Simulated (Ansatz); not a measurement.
Worked example: self-consistent single point of a (001) slab of Tc (cut from a parent of space group no. 194; 4 atoms in the cell) in Ansatz (a quantum-chemistry and plane-wave program).

Computed with PBEsol, default PAW files made with PBE (plane waves; Ansatz).

```yaml
crystal:
  lattice:
    - [2.72630, 0.00000, 0.00000]
    - [-1.36315, 2.36104, 0.00000]
    - [0.00000, 0.00000, 20.55209]
  atoms:
    - { symbol: Tc, position: [0.66667, 0.33333, 0.44686] }
    - { symbol: Tc, position: [0.33333, 0.66667, 0.34060] }
    - { symbol: Tc, position: [0.66667, 0.33333, 0.65940] }
    - { symbol: Tc, position: [0.33333, 0.66667, 0.55314] }
```

Reference input (self-consistent single point, DFT, PBEsol, plane waves, default PAW files made with PBE): basis.ecutwfc = 500 eV; kpoints.mp_grid.grid = 13 13 1; hamiltonian.xc = pbesol; hamiltonian.pseudopotentials = {kind: paw} (the program's default PAW files); scf.occupations.method = gaussian; scf.occupations.width = 0.1 eV. This run's input differs from it in these lines:

Ansatz 0.2 input:
```diff
@@ -14,3 +14,3 @@
 kpoints:
-  mp_grid: { grid: [13, 13, 1] }
+  mp_grid: { grid: [7, 7, 1] }
 hamiltonian:
```

Output (repeated stretches shortened):

```
SCF iter   1: F=—  HF=-21351.312802 eV  |F-HF|=—  |Δ(HF+E_count)|=         —  Δρ=5.10e-2  dr2=3.31e1  ethr=3.10e-3  ⟨swp⟩=7.9  Hψ=1401  notcnv=0
all-band conjugate gradients solve this SCF's bands
preconditioner: auto → LDOS
SCF iter   2: F=—  HF=-21353.789373 eV  |F-HF|=—  |Δ(HF+E_count)|=    2.48e0  Δρ=7.21e-2  dr2=1.28e2  ethr=3.10e-3  ⟨swp⟩=7.0  Hψ=993  notcnv=0  defer=8  recentre
   [... lines left out ...]
SCF iter   7: F=—  HF=-21348.520837 eV  |F-HF|=—  |Δ(HF+E_count)|=   5.56e-5  Δρ=1.26e-4  dr2=5.43e-5  ethr=5.82e-6  ⟨swp⟩=1.8  Hψ=308  notcnv=0  defer=10
SCF iter   8: F=—  HF=-21348.520908 eV  |F-HF|=—  |Δ(HF+E_count)|=   7.06e-5  Δρ=6.35e-5  dr2=7.91e-6  ethr=9.05e-8  ⟨swp⟩=3.0  Hψ=468  notcnv=0  defer=10
SCF iter   9: F=—  HF=-21348.520913 eV  |F-HF|=—  |Δ(HF+E_count)|=   5.36e-6  Δρ=2.41e-5  dr2=1.64e-6  ethr=1.32e-8  ⟨swp⟩=2.8  Hψ=479  notcnv=0  defer=10
SCF iter  10: F=-21348.520914 eV  HF=-21348.520914 eV  |F-HF|=6.18e-10  |Δ(HF+E_count)|=   1.04e-6  Δρ=6.42e-6  dr2=7.60e-8  ethr=1.67e-10  ⟨swp⟩=11.8  Hψ=1763  notcnv=0
SCF 1 converged in 10 iterations: F = -21348.520914 eV  dr2 = 7.60e-8
Free energy (F): -21348.520914 eV
Internal energy: -21348.511653 eV  (E = F + TS)
E sigma→0 (E₀):  -21348.516284 eV
Entropy (-TS):   -0.009261 eV (-2.315 meV/atom)
Fermi energy:    6.898265 eV
--- Forces (eV/Å), atoms counted from 1 ---
  atom   1  Tc    -0.00000000     0.00000000    -1.73583816
  atom   2  Tc     0.00000000     0.00000000     1.24340107
  atom   3  Tc    -0.00000000    -0.00000000    -1.24340107
  atom   4  Tc     0.00000000     0.00000000     1.73583816
--- Stress (GPa, compression-positive) ---
       -5.708074      -0.000000       0.000000
       -0.000000      -5.708074       0.000000
        0.000000       0.000000      -5.275083
  P = ⅓ Tr σ = -5.5637 GPa (-55.637 kbar)
  The stress holds the Pulay correction. Without it, at fixed plane waves, as pw.x and ABINIT print it: P = -5.5723 GPa
```

The run converged in 10 iterations. Against the reference run the free energy falls by 21.3 meV/atom and the largest force goes from 1.661 to 1.736 eV/Å.

The starting cell has typed, rounded lattice constants, without a prior relaxation at this level. The slab is cut from that crystal, and its faces are unrelaxed. Its lattice was rescaled by up to half a per cent. Spin polarisation is off. Forces in this geometry exceed 1 eV/Å.
